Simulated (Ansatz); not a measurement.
**Fermi-surface data of Ir (Fm-3m)**

Input:

```yaml
crystal:
  lattice:
    - [0.00000, 1.91438, 1.91438]
    - [1.91438, 0.00000, 1.91438]
    - [1.91438, 1.91438, 0.00000]
  atoms:
    - { symbol: Ir, position: [0.00000, 0.00000, 0.00000] }
```

Level of theory: PBEsol, rigid bands, earlier PAW set (plane waves, scalar-relativistic; Ansatz, a first-principles code). Geometry: cell and atoms relaxed with PBEsol.

The density of states at the Fermi level is 0.884 states/(eV·cell), both spins and the bare Sommerfeld coefficient comes out as 2.1 mJ/(mol of atoms·K²). The drude plasma energy is 10.8 eV, the root-mean-square Fermi velocity is 8.4e5 m/s and the resistivity times τ is 4.2 ×10⁻²² Ω·m·s. The resistivity times mean free path comes out as 3.7 ×10⁻¹⁶ Ω·m².

A metal at this level (no band gap); rigid bands, thermally averaged at 300 K, both spins. Spin-orbit coupling is left out, which matters with elements this heavy. τ is one relaxation time for all states; the product of resistivity and mean free path takes one path for all states instead.
